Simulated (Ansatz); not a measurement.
Ansatz (a first-principles code) run on Si2W (I4/mmm, 3 atoms in the cell): self-consistent single point.

Computed with PBE (plane waves, PAW; Ansatz).

The change in words: lattice scaled by 0.98. Reference geometry:
```yaml
crystal:
  lattice:
    - [-1.57297, 1.57297, 3.81755]
    - [1.57297, -1.57297, 3.81755]
    - [1.57297, 1.57297, -3.81755]
  atoms:
    - { symbol: Si, position: [0.33499, 0.33499, 0.00000] }
    - { symbol: Si, position: [0.66501, 0.66501, 0.00000] }
    - { symbol: W, position: [0.00000, 0.00000, 0.00000] }
```

Reference input (self-consistent single point, DFT, PBE, plane waves, default PAW files): basis.ecutwfc = 420 eV; kpoints.mp_grid.grid = 15 15 15; hamiltonian.xc = pbe; hamiltonian.pseudopotentials = {kind: paw} (the program's default PAW files); scf.occupations.method = fermi_dirac; scf.occupations.width = 0.05 eV. This run's input differs from it in these lines:

```diff
@@ -3,5 +3,5 @@
   lattice:
-    - [-1.57296700, 1.57296700, 3.81754800]
-    - [1.57296700, -1.57296700, 3.81754800]
-    - [1.57296700, 1.57296700, -3.81754800]
+    - [-1.54150800, 1.54150800, 3.74119700]
+    - [1.54150800, -1.54150800, 3.74119700]
+    - [1.54150800, 1.54150800, -3.74119700]
   atoms:
```

Output, abridged:

```
SCF iter   1: F=—  HF=-11656.809847 eV  |F-HF|=—  |Δ(HF+E_count)|=         —  Δρ=4.87e-3  dr2=7.05e-3  ethr=1.77e-3  ⟨swp⟩=5.6  Hψ=25631  notcnv=0
all-band conjugate gradients solve this SCF's bands
preconditioner: auto → Kerker (q_TF=auto, 2.518 Å⁻¹)
SCF iter   2: F=—  HF=-11656.808950 eV  |F-HF|=—  |Δ(HF+E_count)|=   8.97e-4  Δρ=2.85e-3  dr2=2.54e-3  ethr=3.20e-5  ⟨swp⟩=1.0  Hψ=6629  notcnv=0
SCF iter   3: F=—  HF=-11656.808407 eV  |F-HF|=—  |Δ(HF+E_count)|=   5.43e-4  Δρ=2.82e-4  dr2=2.93e-5  ethr=1.15e-5  ⟨swp⟩=2.3  Hψ=6023  notcnv=0
SCF iter   4: F=—  HF=-11656.808400 eV  |F-HF|=—  |Δ(HF+E_count)|=   6.26e-6  Δρ=5.71e-5  dr2=1.53e-6  ethr=1.33e-7  ⟨swp⟩=2.0  Hψ=6246  notcnv=0
SCF iter   5: F=—  HF=-11656.808400 eV  |F-HF|=—  |Δ(HF+E_count)|=   2.06e-7  Δρ=2.10e-5  dr2=1.68e-7  ethr=6.97e-9  ⟨swp⟩=2.1  Hψ=6398  notcnv=0
SCF iter   6: F=-11656.808400 eV  HF=-11656.808400 eV  |F-HF|=6.55e-11  |Δ(HF+E_count)|=   3.00e-8  Δρ=3.61e-6  dr2=2.43e-9  ethr=4.55e-10  ⟨swp⟩=4.8  Hψ=16699  notcnv=0
SCF 1 converged in 6 iterations: F = -11656.808400 eV  dr2 = 2.43e-9
Free energy (F): -11656.808400 eV
Internal energy: -11656.806517 eV  (E = F + TS)
E sigma→0 (E₀):  -11656.807459 eV
Entropy (-TS):   -0.001883 eV (-0.628 meV/atom)
Fermi energy:    19.313351 eV
--- Forces (eV/Å), atoms counted from 1 ---
  atom   1  Si    -0.00000000     0.00000000    -0.51944110
  atom   2  Si     0.00000000     0.00000000     0.51944110
  atom   3  W      0.00000000     0.00000000     0.00000000
--- Stress (GPa, compression-positive) ---
       40.518938       0.000000      -0.000000
        0.000000      40.518938      -0.000000
       -0.000000      -0.000000      48.788382
  P = ⅓ Tr σ = 43.2754 GPa (432.754 kbar)
  The stress holds the Pulay correction. Without it, at fixed plane waves, as pw.x and ABINIT print it: P = 43.2165 GPa
```

The run converged in 6 iterations. Against the reference run the free energy rises by 148 meV/atom, the pressure goes from 21.95 to 43.28 GPa and the largest force goes from 0.314 to 0.519 eV/Å.

The starting cell comes from a database of computed structures (which also holds hypothetical and non-ambient phases and stackings), without a prior relaxation at this level. Its lattice was rescaled by a random factor within 2.5 % of one. For this run, on top of that: lattice scaled by 0.98. Spin polarisation is off. With a pressure of about 43 GPa the cell is away from its equilibrium volume at this level. Ansatz's pressure includes its estimate of the finite-basis (Pulay) stress.

Keys are those of Ansatz 0.2.
